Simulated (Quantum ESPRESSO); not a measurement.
One base run on HfP2O7 (P-1, 20 atoms in the cell) and variants with one or two settings moved

```yaml
crystal:
  lattice:
    - [5.02356, 0.00000, 0.00000]
    - [-1.90517, 6.83515, 0.00000]
    - [-0.62355, -0.43375, 8.37922]
  atoms:
    - { symbol: Hf, position: [0.00000, 0.00000, 0.00000] }
    - { symbol: Hf, position: [0.50000, 0.50000, 0.50000] }
    - { symbol: P, position: [0.49854, 0.13401, 0.76020] }
    - { symbol: P, position: [0.50146, 0.86599, 0.23980] }
    - { symbol: P, position: [0.12590, 0.75181, 0.68866] }
    - { symbol: P, position: [0.87410, 0.24819, 0.31134] }
    - { symbol: O, position: [0.33089, 0.17090, 0.89452] }
    - { symbol: O, position: [0.66911, 0.82910, 0.10548] }
    - { symbol: O, position: [0.05279, 0.77320, 0.85865] }
    - { symbol: O, position: [0.94721, 0.22680, 0.14135] }
    - { symbol: O, position: [0.74130, 0.06069, 0.82062] }
    - { symbol: O, position: [0.25870, 0.93931, 0.17938] }
    - { symbol: O, position: [0.31163, 0.61820, 0.67170] }
    - { symbol: O, position: [0.68837, 0.38180, 0.32830] }
    - { symbol: O, position: [0.58507, 0.30694, 0.65823] }
    - { symbol: O, position: [0.41493, 0.69306, 0.34177] }
    - { symbol: O, position: [0.29810, 0.96493, 0.64273] }
    - { symbol: O, position: [0.70190, 0.03507, 0.35727] }
    - { symbol: O, position: [0.87297, 0.69583, 0.57082] }
    - { symbol: O, position: [0.12703, 0.30417, 0.42918] }
```

Base run A: PBEsol, PseudoDojo standard norm-conserving (PBESOL) pseudopotentials (Quantum ESPRESSO 7.5), self-consistent single point.

Its settings: ecutwfc = 85 Ry; occupations = smearing; smearing = gauss; degauss = 0.00147 Ry; potentials = {Hf: Hf.upf, P: P.upf, O: O.upf}; K_POINTS = automatic 4 3 2 0 0 0; conv_thr = 1e-09 Ry.

The starting cell comes from a database of computed structures (which also holds hypothetical and non-ambient phases and stackings), without a prior relaxation at this level. Spin-orbit coupling is off.

ΔF is the free energy per atom less that of run A. A dash stands where there is no value to compare (another energy zero or no entropy term, no result, no spin, no clean gap, or a mesh too coarse for one). Absolute energies have different zeros for different potentials, functionals, Hubbard and dispersion terms and are not compared across them.

Runs:
- B: K_POINTS: automatic 4 3 2 0 0 0 → automatic 2 2 2 1 1 1
- C: conv_thr: 1e-09 Ry → 7.3e-06 Ry
- D: vdw_corr: default → grimme-d3; dftd3_version: default → 4; dftd3_threebody: default → false [PBEsol-D3(BJ)]
- E: ecutwfc: 85 Ry → 42 Ry
- F: ecutwfc: 85 Ry → 51 Ry
- G: nosym: default → true
- H: mixing_beta: default → 0.3

```csv
run,ΔF (meV/atom),pressure (GPa),largest force (eV/Å),gap on the mesh (eV),k-points
A,0.00,1.93,0.462,5.537,14
B,-0.67,1.92,0.463,5.762,4
C,0.00,1.89,0.461,5.536,14
D,–,0.66,0.461,5.537,14
E,1316.4,-49.54,0.542,5.485,14
F,372.1,-19.15,0.575,5.528,14
G,0.00,1.93,0.462,5.537,14
H,0.00,1.93,0.462,5.537,14
```

Run D against A: The pressure goes from 1.93 to 0.66 GPa, the largest force moves little (0.462 to 0.461 eV/Å) and the gap on the mesh stays at 5.537 eV.

Run E against A: The free energy rises by 1.32 eV/atom, the pressure goes from 1.93 to -49.54 GPa, the largest force goes from 0.462 to 0.542 eV/Å and the gap on the mesh goes from 5.537 to 5.485 eV.
